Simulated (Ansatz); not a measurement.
Output of an Ansatz run (abridged):

```
WARN ansatz: RAYON_NUM_THREADS=1 ignored (pool sized by the plan → 1); use --threads N
Pseudopotentials: kind: paw
Pseudopotential: Hg, paw, valence charge 20
Pseudopotential: S, paw, valence charge 6
Crystal: 2 atoms, lattice volume = 42.822 Å³
Basis set: ecut = 420 eV, 869 PW (Γ)
Bands: 17, of which v1, the nominal top of the filled ones, is band 13 counted from 1 (12 counted from 0)
Symmetry: 48 space group operations
Space group: Fm-3m (ITA 225), of the structure as read, at distance tolerance 3.5e-5 Å
k-points: 47 of 1000
PAW frozen core: Hg, regenerated for the run's functional, and the local potential with it
PAW frozen core: S, regenerated for the run's functional, and the local potential with it
Initial density: superposition of atomic densities (neutral atoms: chi_scale 0, normalization atom), corrected by the library's trained network
Initial wavefunctions: pseudopotential atomic-orbital guess
Eigensolver: davidson
Functional: x = slater, c = lda
SCF iter   1: F=—  HF=-14392.062103 eV  |F-HF|=—  |Δ(HF+E_count)|=         —  Δρ=7.92e-3  dr2=2.72e-2  ethr=1.77e-3  ⟨swp⟩=4.9  Hψ=3819  notcnv=0
all-band conjugate gradients solve this SCF's bands
preconditioner: auto → Kerker (q_TF=auto, 2.511 Å⁻¹)
SCF iter   2: F=—  HF=-14392.056480 eV  |F-HF|=—  |Δ(HF+E_count)|=   5.62e-3  Δρ=4.23e-3  dr2=7.89e-3  ethr=1.05e-4  ⟨swp⟩=1.0  Hψ=1175  notcnv=0
SCF iter   3: F=—  HF=-14392.054195 eV  |F-HF|=—  |Δ(HF+E_count)|=   2.29e-3  Δρ=6.50e-4  dr2=1.59e-4  ethr=3.04e-5  ⟨swp⟩=2.0  Hψ=954  notcnv=0
SCF iter   4: F=—  HF=-14392.054198 eV  |F-HF|=—  |Δ(HF+E_count)|=   3.46e-6  Δρ=1.52e-4  dr2=1.02e-5  ethr=6.12e-7  ⟨swp⟩=2.1  Hψ=1050  notcnv=0
SCF iter   5: F=—  HF=-14392.054201 eV  |F-HF|=—  |Δ(HF+E_count)|=   2.97e-6  Δρ=4.40e-5  dr2=1.12e-6  ethr=3.92e-8  ⟨swp⟩=1.9  Hψ=1090  notcnv=0
SCF iter   6: F=-14392.054202 eV  HF=-14392.054202 eV  |F-HF|=4.98e-9  |Δ(HF+E_count)|=   2.35e-7  Δρ=1.30e-5  dr2=5.85e-8  ethr=3.85e-10  ⟨swp⟩=3.1  Hψ=3128  notcnv=0
SCF 1 converged in 6 iterations: F = -14392.054202 eV  dr2 = 5.85e-8
SCF converged after 6 iterations
Free energy (F): -14392.054202 eV
Harris-Foulkes:  -14392.054202 eV  (|F-HF|=4.98e-9)
Internal energy: -14392.025456 eV  (E = F + TS)
E sigma→0 (E₀):  -14392.039829 eV
Entropy (-TS):   -0.028746 eV (-14.373 meV/atom)
Fermi energy:    10.247980 eV
--- Per-component energies (eV) ---
  E_band       = -440.776778
  E_kinetic    = 707.835466
  E_local      = -3027.855283  (includes V_loc(G=0)·N_el)
  E_nonlocal   = 111.278761
  E_hartree    = 1283.941219
  E_xc         = -313.629541
  E_vxc        = -347.686299  (∫ρ·V_xc dr)
  E_paw        = -10223.724063  (= ΣΔE_a)
  E_vpaw       = -452.231561  (= ΣTr[D̂ρ^β])
  E_aug_tail   = 0.000876  (compensation charges beyond the density's cutoff)
  E_ewald      = -2930.602181
  E_core_change = 0.729290  (= ΣΔE_core)
  E_smearing   = -0.028746  (= −TS)
  E_closure    = -0.000000  (closes the sum)
  Σ components = -14392.054202   (vs F -14392.054202, Δ=0.00e0)
--- Forces (eV/Å), atoms counted from 1 ---
  atom   1  Hg     0.00000000    -0.00000000    -0.00000000
  atom   2  S      0.00000000    -0.00000000    -0.00000000
  max |Σ_I F_I| component: 6.51e-30 eV/Å
--- Stress (GPa, compression-positive) ---
       -6.202844       0.000000       0.000000
       -0.000000      -6.202844       0.000000
        0.000000       0.000000      -6.202844
  P = ⅓ Tr σ = -6.2028 GPa (-62.028 kbar)
  The stress holds the Pulay correction. Without it, at fixed plane waves, as pw.x and ABINIT print it: P = -6.2305 GPa
--- Band table (eV; the first three rows and the last of 47) ---
  k-point 0: bands = ["-104.1047", "-52.4118", "-52.4118", "-52.4118", "-3.0171", "3.9948", "3.9948", "3.9955", "3.9955", "3.9955", "8.9591", "8.9591", "8.9591", "9.2121", "19.7084", "19.7084", "19.7084"]
  k-point 1: bands = ["-104.1047", "-52.4120", "-52.4118", "-52.4118", "-2.9275", "3.9290", "3.9290", "3.9697", "4.0266", "4.0266", "7.7347", "9.0865", "9.0865", "10.4759", "18.4253", "19.2948", "19.2948"]
  k-point 2: bands = ["-104.1047", "-52.4124", "-52.4119", "-52.4119", "-2.6752", "3.7680", "3.7680", "3.8613", "4.1099", "4.1099", "6.5720", "9.4206", "9.4206", "11.7569", "16.8306", "18.0367", "18.0367"]
  k-point 46: bands = ["-104.1047", "-52.4132", "-52.4129", "-52.4126", "-1.8962", "3.6595", "3.8414", "4.0243", "4.4516", "4.8683", "6.5225", "6.6068", "7.1726", "11.9115", "16.8748", "17.1394", "17.8433"]
```

The structure:

```xyz
2
Lattice="0.0000 2.7768 2.7768 2.7768 0.0000 2.7768 2.7768 2.7768 0.0000" Properties=species:S:1:pos:R:3 pbc="T T T"
Hg     0.0000     0.0000     0.0000
S      2.7768     2.7768     2.7768
```

### Question
Reconstruct the input of this run.

### Answer
Other spellings and defaults could give the same log, and not every line can be read from it. The input that was run (DFT, LDA (PW92), plane waves, default PAW files made with PBE):

Ansatz 0.2 input:
```yaml
crystal:
  lattice:
    - [0.000000, 2.776811, 2.776811]
    - [2.776811, 0.000000, 2.776811]
    - [2.776811, 2.776811, 0.000000]
  atoms:
    - { symbol: Hg, position: [0.000000, 0.000000, 0.000000] }
    - { symbol: S, position: [0.500000, 0.500000, 0.500000] }
basis:
  ecutwfc: 420.0 eV
kpoints:
  mp_grid: { grid: [10, 10, 10] }
hamiltonian:
  xc: lda
  pseudopotentials: { kind: paw }
scf:
  occupations: { method: fermi_dirac, width: 0.1 eV }
output:
  forces: true
  eigenvalues: true
  stress: true
```

The starting cell comes from a database of computed structures (which also holds hypothetical and non-ambient phases and stackings), without a prior relaxation at this level. Its lattice was rescaled by up to half a per cent. Spin-orbit coupling is off. With a pressure of about -6 GPa the cell is away from its equilibrium volume at this level. Ansatz's pressure includes its estimate of the finite-basis (Pulay) stress. The run gives no clean gap (levels at the Fermi energy touch, overlap or are partly filled at this smearing), which alone does not show that the compound is a metal.

Ansatz is a first-principles code.
